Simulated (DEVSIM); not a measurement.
Structure: Ni/SiO2/p-Ge capacitor, at 300 K.

```tsv
layer (left to right)	material	thickness (nm)	Na (cm⁻³)
1	SiO2	10.0	-
2	Ge	1400	1.7e17
```

Metal gate on the left, work function 5.1 eV. Fixed charge at the semiconductor interface 0 cm⁻² (in units of +e); no interface traps.

This is a model device: material constants are rounded textbook-type values typed into the input, and sizes, dopings and lifetimes were drawn at random. Values at 300 K.

```
parameter      SiO2       Ge
-------------  ----  -------
gap (eV)          9    0.664
affinity (eV)   0.9        4
permittivity    3.9       16
Nc (cm⁻³)         -  1.04e19
Nv (cm⁻³)         -     6e18
```

DEVSIM, 1D Poisson equation in equilibrium, Boltzmann statistics, complete ionisation; no quantum confinement or tunnelling. Metal contacts follow the ideal Schottky-Mott rule: no Fermi-level pinning, no interface dipoles.

Problem. Tabulate band edges, carrier densities and field at 1.4 V on the gate.

Solution. Energies count from the Fermi level of the right contact; mesh points crowd at the junctions.

```json
[
 {"x (μm)": "0.000", "Ec (eV)": "2.800", "Ev (eV)": "-6.200", "n (cm⁻³)": "< 1e2", "p (cm⁻³)": "< 1e2", "field (V/cm)": "480000"},
 {"x (μm)": "0.001101", "Ec (eV)": "2.853", "Ev (eV)": "-6.147", "n (cm⁻³)": "< 1e2", "p (cm⁻³)": "< 1e2", "field (V/cm)": "480000"},
 {"x (μm)": "0.003116", "Ec (eV)": "2.951", "Ev (eV)": "-6.049", "n (cm⁻³)": "< 1e2", "p (cm⁻³)": "< 1e2", "field (V/cm)": "480000"},
 {"x (μm)": "0.006081", "Ec (eV)": "3.095", "Ev (eV)": "-5.905", "n (cm⁻³)": "< 1e2", "p (cm⁻³)": "< 1e2", "field (V/cm)": "480000"},
 {"x (μm)": "0.008955", "Ec (eV)": "3.234", "Ev (eV)": "-5.766", "n (cm⁻³)": "< 1e2", "p (cm⁻³)": "< 1e2", "field (V/cm)": "480000"},
 {"x (μm)": "0.01004", "Ec (eV)": "0.185", "Ev (eV)": "-0.479", "n (cm⁻³)": "8.1e15", "p (cm⁻³)": "5.4e10", "field (V/cm)": "120000"},
 {"x (μm)": "0.01128", "Ec (eV)": "0.200", "Ev (eV)": "-0.465", "n (cm⁻³)": "4.6e15", "p (cm⁻³)": "9.4e10", "field (V/cm)": "120000"},
 {"x (μm)": "0.01537", "Ec (eV)": "0.245", "Ev (eV)": "-0.419", "n (cm⁻³)": "8.0e14", "p (cm⁻³)": "5.5e11", "field (V/cm)": "110000"},
 {"x (μm)": "0.02213", "Ec (eV)": "0.313", "Ev (eV)": "-0.351", "n (cm⁻³)": "5.7e13", "p (cm⁻³)": "7.7e12", "field (V/cm)": "95000"},
 {"x (μm)": "0.03682", "Ec (eV)": "0.432", "Ev (eV)": "-0.232", "n (cm⁻³)": "5.8e11", "p (cm⁻³)": "7.5e14", "field (V/cm)": "66000"},
 {"x (μm)": "0.06579", "Ec (eV)": "0.548", "Ev (eV)": "-0.116", "n (cm⁻³)": "6.4e9", "p (cm⁻³)": "6.8e16", "field (V/cm)": "18000"},
 {"x (μm)": "0.1608", "Ec (eV)": "0.572", "Ev (eV)": "-0.092", "n (cm⁻³)": "2.6e9", "p (cm⁻³)": "1.7e17", "field (V/cm)": "≈ 0"},
 {"x (μm)": "0.3182", "Ec (eV)": "0.572", "Ev (eV)": "-0.092", "n (cm⁻³)": "2.6e9", "p (cm⁻³)": "1.7e17", "field (V/cm)": "≈ 0"},
 {"x (μm)": "0.6602", "Ec (eV)": "0.572", "Ev (eV)": "-0.092", "n (cm⁻³)": "2.6e9", "p (cm⁻³)": "1.7e17", "field (V/cm)": "≈ 0"},
 {"x (μm)": "1.110", "Ec (eV)": "0.572", "Ev (eV)": "-0.092", "n (cm⁻³)": "2.6e9", "p (cm⁻³)": "1.7e17", "field (V/cm)": "≈ 0"},
 {"x (μm)": "1.268", "Ec (eV)": "0.572", "Ev (eV)": "-0.092", "n (cm⁻³)": "2.6e9", "p (cm⁻³)": "1.7e17", "field (V/cm)": "≈ 0"},
 {"x (μm)": "1.341", "Ec (eV)": "0.572", "Ev (eV)": "-0.092", "n (cm⁻³)": "2.6e9", "p (cm⁻³)": "1.7e17", "field (V/cm)": "≈ 0"},
 {"x (μm)": "1.378", "Ec (eV)": "0.572", "Ev (eV)": "-0.092", "n (cm⁻³)": "2.6e9", "p (cm⁻³)": "1.7e17", "field (V/cm)": "≈ 0"},
 {"x (μm)": "1.398", "Ec (eV)": "0.572", "Ev (eV)": "-0.092", "n (cm⁻³)": "2.6e9", "p (cm⁻³)": "1.7e17", "field (V/cm)": "≈ 0"},
 {"x (μm)": "1.405", "Ec (eV)": "0.572", "Ev (eV)": "-0.092", "n (cm⁻³)": "2.6e9", "p (cm⁻³)": "1.7e17", "field (V/cm)": "≈ 0"},
 {"x (μm)": "1.408", "Ec (eV)": "0.572", "Ev (eV)": "-0.092", "n (cm⁻³)": "2.6e9", "p (cm⁻³)": "1.7e17", "field (V/cm)": "≈ 0"},
 {"x (μm)": "1.410", "Ec (eV)": "0.572", "Ev (eV)": "-0.092", "n (cm⁻³)": "2.6e9", "p (cm⁻³)": "1.7e17", "field (V/cm)": "≈ 0"}
]
```
